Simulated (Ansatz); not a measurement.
Bulk modulus B0 of ReC (model structure, started from the WC type, P-6m2, No. 187, 2 atoms in the cell) at several levels of theory

No measured value is used here.

| level (code) | value (GPa) | cell (Å³/atom) |
|---|---|---|
| LDA (Ansatz) | 454 | 9.73 |
| PBE (Ansatz) | 410 | 10.10 |
| PBEsol (Ansatz) | 438 | 9.87 |

Density-functional levels without +SOC have no spin–orbit coupling. LDA, PBE, PBEsol: the run has no spin polarisation, so it can have missed a magnetic state. LDA, PBE, PBEsol: the bulk modulus is −V dP/dV from two relaxed cells at ±2 % in volume. Each level is taken at its own relaxed cell. Ansatz's density-functional and Hartree–Fock values are scalar-relativistic unless marked +SOC, with PAW data made under PBE.

A model structure was made by putting elements into a prototype or built by hand; it is no filed structure, need not be a known phase, and can be a saddle point held by its symmetry.

Ansatz is a first-principles code.
